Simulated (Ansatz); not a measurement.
# CdTe: point defects

The parent structure is a 16-atom supercell of CdTe in the zinc blende structure (space group F-43m, No. 216; a = 6.6180 Å) at its relaxed geometry.

One neutral defect a cell, atoms relaxed at fixed cell.

Calculations: PBE (Ansatz, a first-principles code, PAW, no SOC).

| variant | pressure | largest displacement of a host atom from its site in the perfect cell |
|---|---|---|
| perfect supercell | 0.0 GPa | – |
| Te vacancy, symmetric start | -0.5 GPa | 0.09 Å |
| Te interstitial (started 2.87 Å from the nearest host atom) | 2.3 GPa | 1.61 Å |
| H interstitial (started 2.70 Å from the nearest host atom), symmetric start | 0.1 GPa | 0.09 Å |
| Te on a Cd site (antisite) | 0.7 GPa | 0.40 Å |
| I on a Te site, symmetric start | 1.3 GPa | 0.20 Å |

The magnetic state is the one reached from the starting moments; the real material's order can differ, and small cells can't hold many antiferromagnetic ones. The cell is small, so the values are those of an ordered compound at a high defect concentration; dilute-limit values will differ. A case with no gap was solved on a k-mesh chosen for an insulator, which is coarse for it. Defects with a symmetric start kept the site's symmetry and may sit on a saddle; the others started slightly shaken. Seeded moments were not kept for Te vacancy, Te interstitial (started 2.87 Å from the nearest host atom), Te on a Cd site (antisite) and I on a Te site.
